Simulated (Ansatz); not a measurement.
## Alloy series in TiS2

Consider TiS$_{2}$ in the CdI2 type structure (space group P-3m1, No. 164; a = 3.3605 Å, c = 5.5229 Å; layered, stacked along the Cartesian z axis).

The other end (x = 1) is SnS2 in the CdI2 type structure (space group P-3m1, No. 164; layered, stacked along the Cartesian z axis): 22.57 Å³/atom, gap 1.27 eV.

Sn replaces a fraction x of Ti; each row is one arrangement (x, atoms in the cell, starting space group or random), fully relaxed.

Computed with Ansatz (a quantum-chemistry and plane-wave program), PBE-D3(BJ), PAW, cutoff 420 eV, no spin-orbit coupling, earlier PAW set.

Candidates:
(a) x(Sn) = 0.5, 12 atoms, P2_1/m
(b) x(Sn) = 0.5, 12 atoms, C2/c
(c) x(Sn) = 0.667, 9 atoms, C2/m

Before the change:

Band gap: zero

Order them by band gap, lowest first.

(c) x(Sn) = 0.667, 9 atoms, C2/m (0.15 eV), (b) x(Sn) = 0.5, 12 atoms, C2/c (0.24 eV), (a) x(Sn) = 0.5, 12 atoms, P2_1/m (0.49 eV)

These are small ordered cells, not random alloys; other orderings at the same x differ. Whether these cells are dynamically stable was not tested. The final runs are not spin-polarised. The zero or small gap of TiS2, TiSnS4 and TiSn2S6 can change with the level of theory.
